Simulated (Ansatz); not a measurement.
Results of LDA (Ansatz, an electronic-structure program, PAW) for CsCl-type CuZn.

Input:

Ansatz 0.2 input:
```yaml
crystal:
  lattice:
    - [2.8701039843, 0.0, 0.0]
    - [0.0, 2.8701039843, 0.0]
    - [0.0, 0.0, 2.8701039843]
  atoms:
    - { symbol: Zn, position: [0.5, 0.5, 0.5] }
    - { symbol: Cu, position: [0.0, 0.0, 0.0] }
basis:
  ecutwfc: 520
  ecutrho_ratio: 4
  xc_grid: 2
kpoints:
  mp_grid: { grid: [18, 18, 18] }
hamiltonian:
  xc: lda
  dispersion: none
  pseudopotentials: { kind: paw }
scf:
  occupations: { method: fermi_dirac, width: 0.05 }
  convergence: { dr2_threshold: 0.0000000002 }
output:
  forces: true
  stress: true
  eigenvalues: true
```

From the output:

```
Crystal: 2 atoms, lattice volume = 23.642 Å³
Basis set: ecut = 520 eV, 619 PW (Γ), exchange–correlation on 48×48×48 points (8 copies of the dense FFT grid, shifted against one another)
Bands: 20, of which v1, the nominal top of the filled ones, is band 16 counted from 1 (15 counted from 0)
Symmetry: 48 space group operations
Space group: Pm-3m (ITA 221), of the structure as read, at distance tolerance 2.9e-5 Å
k-points: 220 of 5832
Functional: x = slater, c = lda
SCF iter   1: F=—  HF=-9802.201647 eV  |F-HF|=—  |Δ(HF+E_count)|=         —  Δρ=1.53e-2  dr2=2.39e-2
SCF iter   2: F=—  HF=-9802.195504 eV  |F-HF|=—  |Δ(HF+E_count)|=   6.14e-3  Δρ=2.52e-3  dr2=5.50e-4
  ...
SCF iter   6: F=—  HF=-9802.195338 eV  |F-HF|=—  |Δ(HF+E_count)|=   8.06e-7  Δρ=8.12e-6  dr2=7.03e-9
SCF iter   7: F=-9802.195338 eV  HF=-9802.195338 eV  |F-HF|=5.64e-11  |Δ(HF+E_count)|=  7.59e-10  Δρ=5.74e-7  dr2=2.70e-11
SCF 1 converged in 7 iterations: F = -9802.195338 eV  dr2 = 2.70e-11
SCF converged after 7 iterations
Free energy (F): -9802.195338 eV
Internal energy: -9802.191288 eV  (E = F + TS)
E sigma→0 (E₀):  -9802.193313 eV
Fermi energy:    15.592052 eV
--- Forces (eV/Å), atoms counted from 1 ---
  atom   1  Zn     0.00000000     0.00000000    -0.00000000
  atom   2  Cu    -0.00000000     0.00000000    -0.00000000
--- Stress (GPa, compression-positive) ---
        0.000155      -0.000000       0.000000
        0.000000       0.000155       0.000000
        0.000000      -0.000000       0.000155
  P = ⅓ Tr σ = 0.0002 GPa (0.002 kbar)
```

The PAW data were made under PBE.

It cost roughly 6 core-seconds of CPU time.
